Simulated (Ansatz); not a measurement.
Corundum Ga2O3 (metastable phase), treated with PBE-D4 in Ansatz (PAW).

Settings: plane-wave cutoff 520 eV, 8×8×8 k mesh, Fermi–Dirac smearing 0.01 eV, scalar-relativistic PAW data made under PBE.

Response to compression and expansion:

Shape and atoms are relaxed at each volume.

```tsv
V (Å³/atom)	P (GPa)	direct gap at Γ (eV)	smallest gap on the k mesh (eV)	c (Å)
9.424	9.42	3.360	3.104	13.263
9.620	4.46	3.127	2.885	13.379
9.816	0.00	2.901	2.673	13.490
10.013	-3.99	2.685	2.468	13.599
10.209	-7.57	2.477	2.270	13.706
```

The fundamental gap (2.65 eV at the equilibrium volume, with added k points) lies elsewhere than Γ–Γ.

Note: the bulk modulus comes from volumes at which shape and atoms were relaxed.

Spin–orbit coupling is not included.

Ansatz is an electronic-structure program.
